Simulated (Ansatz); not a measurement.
L1₂ (Cu3Au-type) Ni₃Fe was calculated with r²SCAN-D4 (PAW; Ansatz, an electronic-structure program).

Settings: plane-wave cutoff 560 eV, 16×16×16 k mesh, Fermi–Dirac smearing 0.05 eV, spin-polarised with parallel moments, scalar-relativistic PAW data made under PBE.

Response to compression and expansion:

| V (Å³/atom) | P (GPa) | moment (μB per cell of 4 atoms) |
|---|---|---|
| 10.113 | 15.42 | 5.16 |
| 10.328 | 9.71 | 5.21 |
| 10.543 | 4.59 | 5.26 |
| 10.758 | 0.00 | 5.30 |
| 10.973 | -4.10 | 5.33 |
| 11.189 | -7.77 | 5.36 |
| 11.404 | -11.03 | 5.39 |
